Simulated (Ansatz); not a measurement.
WN2 (within 0.1 Å of Fd-3m, No. 227, 12 atoms in the cell; start mp-2679804)

All values below come from LDA in Ansatz (plane waves, PAW).

Numerical settings: plane-wave cutoff 520 eV, 6×4×6 k mesh (along the axes of the cell as run), Fermi–Dirac smearing 0.01 eV, no spin polarisation, scalar-relativistic PAW data made under PBE.

Cell (relaxed with PBEsol):

```yaml
crystal:
  lattice:
    - [6.01785, 0.00000, 0.00000]
    - [0.00000, 8.50964, 0.00000]
    - [0.00000, 0.00000, 6.01786]
  atoms:
    - { symbol: W, position: [0.99994, 0.87500, 0.37500] }
    - { symbol: W, position: [0.00006, 0.12500, 0.87500] }
    - { symbol: W, position: [0.50006, 0.37500, 0.87500] }
    - { symbol: W, position: [0.49994, 0.62500, 0.37500] }
    - { symbol: N, position: [0.00000, 0.00008, 0.12508] }
    - { symbol: N, position: [0.00000, 0.99992, 0.62508] }
    - { symbol: N, position: [0.50000, 0.50008, 0.62508] }
    - { symbol: N, position: [0.50000, 0.49992, 0.12508] }
    - { symbol: N, position: [0.25011, 0.24994, 0.87492] }
    - { symbol: N, position: [0.74989, 0.75006, 0.37492] }
    - { symbol: N, position: [0.24989, 0.74994, 0.37492] }
    - { symbol: N, position: [0.75011, 0.25006, 0.87492] }
```

```
Quantity   Result
--------  -------
band gap  0.68 eV
```

Note: cell and atoms aren't relaxed at this level (pressure -2.0 GPa).

Spin–orbit coupling is not included.

The computed numbers hold no vibrational or temperature effects.

The result took around 2.3 core-minutes (rough).

A start named mp-… is a Materials Project structure, which need not be a measured phase.

Ansatz is a first-principles code.
